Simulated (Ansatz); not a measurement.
## Al, response to strain

Base system: Al in the fcc (Cu type) structure (space group Fm-3m, No. 225; a = 3.994 Å; relaxed with 0.1 eV smearing). Axes: x, y, z lie along the cube axes.

Strains are applied to the cell and any free atomic positions relax; under biaxial strain the out-of-plane vector relaxes too.

Calculations: r2SCAN/PAW in Ansatz (a first-principles code), no spin-orbit coupling.

```tsv
biaxial strain, plane normal [111], relaxed out of plane (%)	out-of-plane strain (%)
-2.5	2.06
-2.08	1.75
-1.67	1.44
-1.25	?
-0.83	0.74
-0.42	0.38
0	0.00
```

**Question.** Fit ε⊥ = −νε + γε² (strains in %) to the rows shown and predict the withheld row.

**Answer.** Least squares on the printed values gives ν = 0.93 (the biaxial Poisson response) and γ = -0.042 (largest residual 0.01 %); this predicts 1.10 %, and the run gives 1.10 %, in agreement.

Whether these cells are dynamically stable was not tested.
